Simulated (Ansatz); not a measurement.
Relaxation of the outer planes of the (210) surface of fcc Ca in its 1x1 cell, outermost plane spacing 1.24 Å in the ideal cut.

All values below come from PBE (plane waves to 420 eV, PAW; Ansatz, an electronic-structure program).

Set-up: 9 atoms, 9.9 Å thick at the start (thin: gaps and levels are the slab's own); mesh 8x6x1; 0.1 eV smearing; dipole correction on; all atoms relaxed; held to the part of the start's symmetry that mesh and held atoms allow; no spin, no spin-orbit, no U.

| plane | atoms | bulk spacing to the next (Å) | relaxed spacing (Å) | change (%) | rumpling (Å) |
|---|---|---|---|---|---|
| 1 | Ca | 1.237 | 1.208 | -2.3 | 0.00 |
| 2 | Ca | 1.237 | 1.131 | -8.5 | 0.00 |
